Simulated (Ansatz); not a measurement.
# How far PBE-D3(BJ) and PBEsol-D3(BJ) part for MoS2, uniaxial strain ε_zz = −0.20 %

Take MoS$_{2}$ in the 3R-MoS2 type structure (space group R3m, No. 160; layered, stacked along the Cartesian z axis) as the base.

```yaml
crystal:
  lattice:
    - [1.57661, 0.91026, 5.99789]
    - [-1.57661, 0.91026, 5.99789]
    - [0.00000, -1.82051, 5.99789]
  atoms:
    - { symbol: Mo, position: [0.00002, 0.00002, 0.00002] }
    - { symbol: S, position: [0.75353, 0.75353, 0.75353] }
    - { symbol: S, position: [0.57975, 0.57975, 0.57975] }
```

Cartesian axes are those of the cell as printed.

(Cell as relaxed with PBE-D3(BJ).)

Levels (all Ansatz, a program for electronic structure, PAW, earlier PAW set): PBE-D3(BJ) (420 eV, no SOC); PBEsol-D3(BJ) (420 eV, scalar-relativistic without spin-orbit coupling).

Each level relaxes its own structure.

```json
[
 {"base": "volume per atom", "PBE-D3(BJ)": "17.22 Å³", "PBEsol-D3(BJ)": "16.21 Å³"},
 {"base": "lattice parameter a", "PBE-D3(BJ)": "315.3 pm", "PBEsol-D3(BJ)": "311.6 pm"},
 {"base": "band gap", "PBE-D3(BJ)": "0.77 eV", "PBEsol-D3(BJ)": "0.50 eV"}
]
```

Modification: the cell is compressed by 0.20 % along z with no lateral relaxation, atoms relaxed at fixed cell.

```json
[
 {"quantity": "hole mass", "PBE-D3(BJ)": "1.0 mₑ along k, 0.58 mₑ across (at T)", "PBEsol-D3(BJ)": "1.2 mₑ along k, 0.45 mₑ across (at T)"},
 {"quantity": "band gap", "PBE-D3(BJ)": "0.76 eV", "PBEsol-D3(BJ)": "0.49 eV"},
 {"quantity": "stress (xx, yy, zz, yz, xz, xy; compression positive)", "PBE-D3(BJ)": "(0.03, 0.03, 0.11, 0.00, 0.00, 0.00) GPa", "PBEsol-D3(BJ)": "(0.05, 0.05, 0.17, 0.00, 0.00, 0.00) GPa"}
]
```

PBE-D3(BJ)'s band gap lies 0.27 eV above PBEsol-D3(BJ)'s. Neither level is exact; PBEsol-D3(BJ) is the comparison here, not a measurement.

Effective masses come from finite differences of ±0.01 Å⁻¹. Along k means along the line from Γ to the band edge. Semilocal Kohn–Sham gaps tend to fall short of experiment. Whether these cells are dynamically stable was not tested.
